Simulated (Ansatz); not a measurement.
An Ansatz (an electronic-structure program) run: Ba with a change (isotropic strain −0.50 %); PBE (Ansatz; PAW; 420 eV plane waves; no spin-orbit coupling).

Input:

Ansatz 0.2 input:
```yaml
crystal:
  lattice:
    - [-2.4995035505, 2.4995035505, 2.4995035505]
    - [2.4995035505, -2.4995035505, 2.4995035505]
    - [2.4995035505, 2.4995035505, -2.4995035505]
  atoms:
    - { symbol: Ba, position: [0, 0, 0] }
basis: { ecutwfc: 420, ecutrho_ratio: 4, xc_grid: 2, fft_grid_basis: typed }
kpoints: { mp_grid: { grid: [19, 19, 19] } }
hamiltonian:
  xc: pbe
  dispersion: none
  pseudopotentials: { kind: paw }
scf: { occupations: { method: fermi_dirac, width: 0.1 }, convergence: { dr2_threshold: 0.0000000001 } }
relax: { f_tol: 0.005, max_steps: 50 }
output: { forces: true, stress: true }
checkpoint: { write: state.ck, write_every: 1000 }
```

Output (explanatory and most iteration lines left out):

```
Relaxation: its limit of steps is 50 (relax.max_steps)
Pseudopotential: Ba, paw, valence charge 10
Crystal: 1 atoms, lattice volume = 62.463 Å³
Basis set: ecut = 420 eV, 1205 PW (Γ), exchange–correlation on 60×60×60 points (8 copies of the dense FFT grid, shifted against one another)
Bands: 9, of which v1, the nominal top of the filled ones, is band 5 counted from 1 (4 counted from 0)
Symmetry: 48 space group operations
Space group: Im-3m (ITA 229), of the structure as read, at distance tolerance 4.0e-5 Å
k-points: 220 of 6859
Functional: x = pbe(κ = 0.804, μ = 0.2195149727645171), c = pbe(β = 0.06672455060314922)
SCF iter   1: F=—  HF=-5949.561046 eV  |F-HF|=—  |Δ(HF+E_count)|=         —  Δρ=9.83e-4  dr2=8.86e-4  ethr=1.77e-3  ⟨swp⟩=7.6  Hψ=19667  notcnv=0
SCF iter   2: F=—  HF=-5949.561095 eV  |F-HF|=—  |Δ(HF+E_count)|=   4.92e-5  Δρ=6.89e-4  dr2=4.59e-4  ethr=8.86e-6  ⟨swp⟩=2.3  Hψ=4467  notcnv=0
SCF 1 converged in 7 iterations: F = -5949.561121 eV  dr2 = 8.70e-11
relax step   1: F+E_penalty+E_count = -5949.56112138 eV  Δ(F+E_penalty+E_count) = +0.000e0 eV  max|allowed force component| = 0.000e0 eV/Å  Δτ_max = 0.0000 Å  (7 SCF iters, accepted)
SCF converged after 7 iterations
Free energy (F): -5949.561121 eV
Internal energy: -5949.516622 eV  (E = F + TS)
E sigma→0 (E₀):  -5949.538872 eV
Entropy (-TS):   -0.044499 eV (-44.499 meV/atom)
Fermi energy:    5.910334 eV
--- Forces (eV/Å), atoms counted from 1 ---
  atom   1  Ba     0.00000000    -0.00000000     0.00000000
--- Stress (GPa, compression-positive) ---
        0.132417       0.000000      -0.000000
       -0.000000       0.132417       0.000000
       -0.000000      -0.000000       0.132417
  P = ⅓ Tr σ = 0.1324 GPa (1.324 kbar)
--- Relaxed structure (1 steps of the walk, 1 accepted, 0 SCFs on fresh bases) ---
  atoms:
    - { symbol: Ba, position: [0.0, 0.0, 0.0] }
```

Stability against distortions was not tested. The cell was made from Ba in the bcc (W type) structure (space group Im-3m, No. 229) by this change: isotropic strain −0.50 %.
